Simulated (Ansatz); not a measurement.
Base system: SnO2 in the rutile structure (space group P4_2/mnm, No. 136; a = 4.722 Å, c = 3.190 Å). Axes: x, y, z lie along a, b, c of the conventional cell.

All numbers come from LDA (Ansatz, a first-principles code), without spin-orbit coupling.

Strains are applied to the cell and any free atomic positions relax; under biaxial strain the out-of-plane vector relaxes too.

One change was made to it. Results:

The electron mass goes from 0.18 mₑ along c, 0.20 mₑ across (at Γ) to 0.18 mₑ out of plane, 0.20 mₑ in plane (at Γ); the valence-band top at Γ (three highest levels, from the VBM) changes from 0.00, -0.80, -0.80 eV to 0.00, -0.81, -0.81 eV; the volume per atom goes up by 0.09 Å³ (11.86 Å³ → 11.95 Å³); the pressure (mean of the normal stresses, compression positive) goes from zero to -1.24 GPa.

Problem. Which of these changes matches the shifts?
A. biaxial strain +1.80 %, plane normal [001], relaxed out of plane
B. biaxial strain +0.60 %, plane normal [001], relaxed out of plane
C. biaxial strain +3.00 %, plane normal [001], relaxed out of plane

Solution. B, biaxial strain +0.60 %, plane normal [001], relaxed out of plane. For comparison, the valence-band top at Γ in the other runs: biaxial strain +1.80 %, plane normal [001], relaxed out of plane gives 0.00, -0.82, -0.82 eV; biaxial strain +3.00 %, plane normal [001], relaxed out of plane gives 0.00, -0.83, -0.83 eV.

The levels and masses belong to the bands next to the band gap. Masses are band curvatures over ±0.01 Å⁻¹ around the edge. No phonon test of stability was made.
